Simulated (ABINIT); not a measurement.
A self-consistent single point of YInCu (P-62m, 9 atoms in the cell) with ABINIT

Method: PBEsol, PAW (JTH v2.0 PBE PAW, files made for PBE) (plane waves; ABINIT).

This input was run:

```
# YInCu, JTH v2.0 PBE PAW
pp_dirpath "./"
pseudos "Y.GGA_PBE-JTH.xml, In.GGA_PBE-JTH.xml, Cu.GGA_PBE-JTH.xml"
acell 7.4298800998 7.4298800998 3.9474200000 Angstrom
rprim
         1.0000000000   -0.0000000031    0.0000000000
        -0.4999999973    0.8660254053    0.0000000000
         0.0000000000    0.0000000000    1.0000000000
natom 9
ntypat 3
znucl 39 49 29
typat 1 1 1 2 2 2 3 3 3
xred
         0.4096100000    0.0000000000    0.5000000000
         0.5903900000    0.5903900000    0.5000000000
         0.0000000000    0.4096100000    0.5000000000
         0.7465000000    0.0000000000    0.0000000000
         0.2535000000    0.2535000000    0.0000000000
         0.0000000000    0.7465000000    0.0000000000
         0.3333333333    0.6666666667    0.0000000000
         0.6666666667    0.3333333333    0.0000000000
         0.0000000000    0.0000000000    0.5000000000
ecut 30
pawecutdg 60
pawxcdev 0
ixc -116133
occopt 3
tsmear 0.00367493
nband 81
kptopt 1
ngkpt 3 3 6
nshiftk 1
shiftk 0 0 0
nstep 80
tolvrs 1.0e-11
prtwf 0
prtden 0
enunit 1
```

Output, abridged:

```
 Symmetries : space group P-6 2 m (#189); Bravais hP (primitive hexag.)

 -outvars: echo values of preprocessed input variables --------
            acell      1.4040438589E+01  1.4040438589E+01  7.4595427315E+00 Bohr
             ecut      3.00000000E+01 Hartree
           enunit           1
              ixc     -116133
         kptrlatt        3    0    0      0    3    0      0    0    6
          kptrlen      4.21213158E+01
            natom           9
            nband          81
            ngfft          72      72      40
          ngfftdg         100     100      54
             nkpt          12
            nstep          80
             nsym          12
           ntypat           3
           occopt           3
        pawecutdg      6.00000000E+01 Hartree
         pawxcdev           0
            rprim      1.0000000000E+00 -3.1000000000E-09  0.0000000000E+00
                      -4.9999999730E-01  8.6602540530E-01  0.0000000000E+00
                       0.0000000000E+00  0.0000000000E+00  1.0000000000E+00
          spgroup         189
           tolvrs      1.00000000E-11
           tsmear      3.67493000E-03 Hartree
            typat      1  1  1  2  2  2  3  3  3
           useylm           1
             xred      4.0961000000E-01 -1.1102230239E-16  5.0000000000E-01
                       5.9039000000E-01  5.9039000000E-01  5.0000000000E-01
                      -3.7007434154E-17  4.0961000000E-01  5.0000000000E-01
                       7.4650000000E-01 -1.1102230239E-16  0.0000000000E+00
                       2.5350000000E-01  2.5350000000E-01  0.0000000000E+00
                      -3.7007434154E-17  7.4650000000E-01  0.0000000000E+00
                       3.3333333333E-01  6.6666666667E-01  0.0000000000E+00
                       6.6666666667E-01  3.3333333333E-01  0.0000000000E+00
                      -3.7007434154E-17 -1.1102230239E-16  5.0000000000E-01
            znucl       39.00000   49.00000   29.00000

== DATASET  1 ==================================================================

 Real(R)+Recip(G) space primitive vectors, cartesian coordinates (Bohr,Bohr^-1):
 R(1)= 14.0404386 -0.0000000  0.0000000  G(1)=  0.0712228  0.0411205  0.0000000
 R(2)= -7.0202193 12.1593765  0.0000000  G(2)=  0.0000000  0.0822411  0.0000000
 R(3)=  0.0000000  0.0000000  7.4595427  G(3)=  0.0000000  0.0000000  0.1340565
 Unit cell volume ucvol=  1.2735154E+03 bohr^3
 Angles (23,13,12)=  9.00000000E+01  9.00000000E+01  1.20000000E+02 degrees

 Coarse grid specifications (used for wave-functions):

 getcut: wavevector=  0.0000  0.0000  0.0000  ngfft=  72  72  40
         ecut(hartree)=     30.000   => boxcut(ratio)=   2.07982

 Fine grid specifications (used for densities):

 getcut: wavevector=  0.0000  0.0000  0.0000  ngfft= 100 100  54
         ecut(hartree)=     60.000   => boxcut(ratio)=   2.04258

   3.01635517E+04                                ecore*ucvol(ha*bohr**3)

_setup2: Arith. and geom. avg. npw (full set) are    9993.278    9993.266

--- !BeginCycle
solver: {iscf: 17, nstep: 80, nline: 4, wfoptalg: 10, }
tolerances: {tolvrs: 1.00E-11, }
...

     iter   Etot(hartree)      deltaE(h)  residm     nres2
 ETOT  1  -877.30248144415    -8.773E+02 5.162E+01 2.445E+02
 ETOT  2  -885.11876716663    -7.816E+00 2.126E-01 4.427E+02
 ETOT  3  -883.94109409187     1.178E+00 7.100E-02 1.499E+01
 ETOT  4  -883.95112976749    -1.004E-02 5.127E-02 5.237E+00
 ETOT  5  -883.95124169482    -1.119E-04 1.087E-02 4.332E+00
 ETOT  6  -883.94664230823     4.599E-03 9.753E-03 1.454E+00
   [... 12 lines left out ...]
 ETOT 19  -883.94519098352     2.592E-11 6.811E-05 6.619E-09
 ETOT 20  -883.94519098349     2.399E-11 1.121E-04 6.955E-10
 ETOT 21  -883.94519098351    -2.149E-11 5.575E-05 6.377E-11
 ETOT 22  -883.94519098350     1.648E-11 6.835E-05 4.771E-11
 ETOT 23  -883.94519098352    -2.046E-11 4.472E-05 3.391E-12

 At SCF step   23       nres2   =  3.39E-12 < tolvrs=  1.00E-11 =>converged.

 Cartesian components of stress tensor (hartree/bohr^3)
  sigma(1 1)=  9.59949225E-05  sigma(3 2)=  0.00000000E+00
  sigma(2 2)=  9.59949240E-05  sigma(3 1)=  0.00000000E+00
  sigma(3 3)=  1.14509070E-04  sigma(2 1)= -3.30730529E-13

 ----iterations are completed or convergence reached----

 reduced coordinates (array xred) for    9 atoms
       0.409610000000     -0.000000000000      0.500000000000
       0.590390000000      0.590390000000      0.500000000000
      -0.000000000000      0.409610000000      0.500000000000
       0.746500000000     -0.000000000000      0.000000000000
       0.253500000000      0.253500000000      0.000000000000
      -0.000000000000      0.746500000000      0.000000000000
       0.333333333333      0.666666666667      0.000000000000
       0.666666666667      0.333333333333      0.000000000000
      -0.000000000000     -0.000000000000      0.500000000000
 cartesian forces (eV/Angstrom) at end:
    1      0.03832345953626    -0.00000000011948    -0.00000000000000
    2     -0.01916172987101    -0.03318908946088    -0.00000000000000
    3     -0.01916172966524     0.03318908958036    -0.00000000000000
    4     -0.03162423848245     0.00000000009859    -0.00000000000000
    5      0.01581211932613     0.02738739385294    -0.00000000000000
    6      0.01581211915633    -0.02738739395153    -0.00000000000000
    7      0.00000000000000     0.00000000000000    -0.00000000000000
    8      0.00000000000000     0.00000000000000    -0.00000000000000
    9      0.00000000000000    -0.00000000000000    -0.00000000000000
 frms,max,avg= 1.6562273E-02 3.8323460E-02   0.000E+00  0.000E+00  0.000E+00 e/A
 length scales= 14.040438588799 14.040438588799  7.459542731475 bohr
              =  7.429880099800  7.429880099800  3.947420000000 angstroms
 Fermi (or HOMO) energy (eV) =   7.79069   Average Vxc (eV)= -10.94276
 Eigenvalues (   eV  ) for nkpt=  12  k points:
 kpt#   1, nband= 81, wtk=  0.01852, kpt=  0.0000  0.0000  0.0000 (reduced coord)
-104.92405 -104.83310 -104.83310  -62.46902  -62.42472  -62.42472  -62.35465  -62.35465
 -62.33684  -62.33684  -62.33678  -62.33678  -34.77453  -34.76237  -34.76237  -14.88370
 -14.88370  -14.86840  -14.81754  -14.78798  -14.76923  -14.76923  -14.69845  -14.69845
   [... 8 lines left out ...]
 prteigrs : prtvol=0 or 1, do not print more k-points.

--- !EnergyTerms
comment             : Components of total free energy in Hartree
kinetic             :  1.07194707618138E+02
hartree             :  2.57590667318536E+02
xc                  : -5.44834597036354E+01
Ewald energy        : -5.18778632747058E+02
psp_core            :  2.36852673080197E+01
local_psp           : -6.65707802990834E+02
spherical_terms     : -3.34407786228759E+01
internal            : -8.83940031819709E+02
'-kT*entropy'       : -5.15888213604824E-03
total_energy        : -8.83945190701845E+02
total_energy_eV     : -2.40533718953888E+04
...

-Cartesian components of stress tensor (GPa)         [Pressure= -3.0058E+00 GPa]
- sigma(1 1)=  2.82426765E+00  sigma(3 2)=  0.00000000E+00
- sigma(2 2)=  2.82426770E+00  sigma(3 1)=  0.00000000E+00
- sigma(3 3)=  3.36897259E+00  sigma(2 1)= -9.73042647E-09

 Calculation completed.
```

The run converged in 23 iterations.

The starting cell comes from a database of computed structures (which also holds hypothetical and non-ambient phases and stackings), without a prior relaxation at this level. Spin polarisation is off. The potentials were made for another functional than the one used. With a pressure of about -3 GPa the cell is away from its equilibrium volume at this level.

Cost on one core of a shared machine: roughly 40 min.
